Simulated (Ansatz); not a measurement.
## What uniaxial strain ε_zz = −2.50 % does to TiAl

Start from TiAl (space group P4/mmm, No. 123; a = 2.796 Å, c = 4.038 Å; relaxed with 0.1 eV smearing). Axes: x, y, z lie along a, b, c of the conventional cell.

Modification: the cell is compressed by 2.50 % along z with no lateral relaxation, atoms relaxed at fixed cell.

The values are results of PBEsol, PAW, 420 eV (Ansatz, a quantum-chemistry and plane-wave program; no spin-orbit coupling), not measurements. k-mesh 21×21×14 (Γ-centred); smearing 0.1 eV (Fermi–Dirac).

The volume per atom shrinks by 0.395 Å³ to 15.39 Å³ and the space group remains P4/mmm (No. 123). The shortest interatomic distance shrinks by 0.006 Å to 2.790 Å and the energy grows by 5.5 meV/atom. The pressure (mean of the normal stresses, compression positive) goes from zero to 3.2 GPa and the band gap stays zero. The stress (xx, yy, zz, yz, xz, xy; compression positive) amounts to (2.5, 2.5, 4.4, 0.0, 0.0, 0.0) GPa.

Final structure:

```yaml
crystal:
  lattice:
    - [2.79629, 0.00000, 0.00000]
    - [0.00000, 2.79629, 0.00000]
    - [0.00000, 0.00000, 3.93719]
  atoms:
    - { symbol: Ti, position: [0.00000, 0.00000, 0.00000] }
    - { symbol: Al, position: [0.50000, 0.50000, 0.50000] }
```

No phonon test of stability was made. All final runs are without spin polarisation.
